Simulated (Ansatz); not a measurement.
Input and output of a relaxation of the atoms for MgTl (P4mm, 2 atoms in the cell) (Ansatz, an electronic-structure program).

Computed with LDA (PW92), default PAW files made with PBE (plane waves; Ansatz).

The change in words: one atom moved by 0.15 angstrom; relax: default → atoms; relax.f_tol: default → 0.03 eV/Å. Reference geometry:
```
MgTl
1.0
    3.61961     0.00000     0.00000
    0.00000     3.61961     0.00000
    0.00000     0.00000     3.61961
Mg Tl
1 1
Direct
  0.00000   0.00000   0.00000
  0.50000   0.50000   0.50000
```

Reference input (self-consistent single point, DFT, LDA (PW92), plane waves, default PAW files made with PBE): basis.ecutwfc = 30.9 Ry; kpoints.mp_grid.grid = 9 9 9; hamiltonian.xc = lda; hamiltonian.pseudopotentials = {kind: paw} (the program's default PAW files); scf.occupations.method = gaussian; scf.occupations.width = 0.0073 Ry. This run's input differs from it in these lines:

```diff
@@ -6,3 +6,3 @@
   atoms:
-    - { symbol: Mg, position: [0.000000, 0.000000, 0.000000] }
+    - { symbol: Mg, position: [0.000000, 0.000000, 0.041441] }
     - { symbol: Tl, position: [0.500000, 0.500000, 0.500000] }
@@ -17,2 +17,4 @@
   occupations: { method: gaussian, width: 0.0073 Ry }
+relax:
+  f_tol: 0.03
 output:
```

Output, abridged:

```
   [... SCF lines of the steps left out ...]
relax step   1: F+E_penalty+E_count = -13048.39336360 eV  Δ(F+E_penalty+E_count) = +0.000e0 eV  max|allowed force component| = 2.287e-1 eV/Å  Δτ_max = 0.0000 Å  (6 SCF iters, dr2 threshold 2.25e-5 eV, accepted)
relax step   2: F+E_penalty+E_count = -13048.40827098 eV  Δ(F+E_penalty+E_count) = -1.491e-2 eV  max|allowed force component| = 8.365e-2 eV/Å  Δτ_max = 0.0477 Å  (4 SCF iters, dr2 threshold 3.27e-6 eV, accepted)
relax step   3: F+E_penalty+E_count = -13048.41055492 eV  Δ(F+E_penalty+E_count) = -2.284e-3 eV  max|allowed force component| = 2.336e-3 eV/Å  Δτ_max = 0.0265 Å  (5 SCF iters, accepted)
the relaxation is at rest under the 8 symmetry operations that the run kept from its start: a minimum is not shown …
Stability not checked: this state was not tested for a lower state beside it, because too few of the mixer's solves of this state at the end of the SCF gave a …
Free energy (F): -13048.410555 eV
Internal energy: -13048.404885 eV  (E = F + TS)
E sigma→0 (E₀):  -13048.407720 eV
Entropy (-TS):   -0.005670 eV (-2.835 meV/atom)
Fermi energy:    9.218545 eV
--- Forces (eV/Å), atoms counted from 1 ---
  atom   1  Mg     0.00000000     0.00000000    -0.00231704
   [... lines left out ...]
  The stress holds the Pulay correction. Without it, at fixed plane waves, as pw.x and ABINIT print it: P = -2.0021 GPa
--- Relaxed structure (3 steps of the walk, 3 accepted, 0 SCFs on fresh bases) ---
  F+E_penalty+E_count = -13048.41055492 eV   max|allowed force component| = 2.336e-3 eV/Å
  atoms:
    - { symbol: Mg, position: [3.3255126455357285e-36, 0.0, 0.0209323009228937] }
    - { symbol: Tl, position: [0.5, 0.5, 0.5205086990771063] }
```

The run converged.  The full log also holds: “iter 5 did not close the SCF: its close was put off for the readings that it lacked (scf_convergence_deferred on its scf_iter line)”.

Summary of the result:
- Free energy E − TS (on the zero of these files): -13048.4106 eV
- Fermi level (on the code's own zero): 9.22 eV
- Pressure: -1.98 GPa
- Largest force (vector length): 0.002 eV/Å
- Relaxation steps: 3

The starting cell comes from a database of computed structures (which also holds hypothetical and non-ambient phases and stackings), without a prior relaxation at this level. Its lattice was rescaled by up to half a per cent. For this run, on top of that: one atom moved by 0.15 angstrom. The relaxation keeps the symmetry of its start, so its end need not be a minimum. Ansatz's pressure includes its estimate of the finite-basis (Pulay) stress.

Keys are those of Ansatz 0.2.
